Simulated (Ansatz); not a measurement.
## How far PBE and r2SCAN part for Sc, pressure 30 GPa

Consider Sc in the hcp (Mg type) structure (space group P6_3/mmc, No. 194; a = 3.319 Å, c = 5.166 Å).

(Cell as relaxed with PBE.)

Levels (all Ansatz, a program for electronic structure, PAW): PBE (420 eV, no spin-orbit coupling); r2SCAN (500 eV, no SOC).

Each level relaxes its own structure.

| base | PBE | r2SCAN |
|---|---|---|
| volume per atom | 24.65 Å³ | 24.92 Å³ |
| lattice parameter a | 331.9 pm | 332.9 pm |
| band gap | zero | zero |

One thing is altered: cell and atoms relaxed at a pressure of 30 GPa.

```tsv
quantity	PBE	r2SCAN
c/a ratio	1.541	[?]
volume per atom	17.72 Å³	[?]
```

### Question
Predict the r2SCAN column.

### Answer

- c/a ratio, r2SCAN: 1.505
- volume per atom, r2SCAN: 17.93 Å³

PBE's c/a ratio lies 0.036 above r2SCAN's; PBE's volume per atom lies 0.21 Å³ below r2SCAN's (1.2 %). Neither level is exact; r2SCAN is the comparison here, not a measurement.

Load acts through the strain it causes; cell and atoms are relaxed under it. Stability against distortions was not tested. Competing high-pressure phases were not computed. The final runs are not spin-polarised.
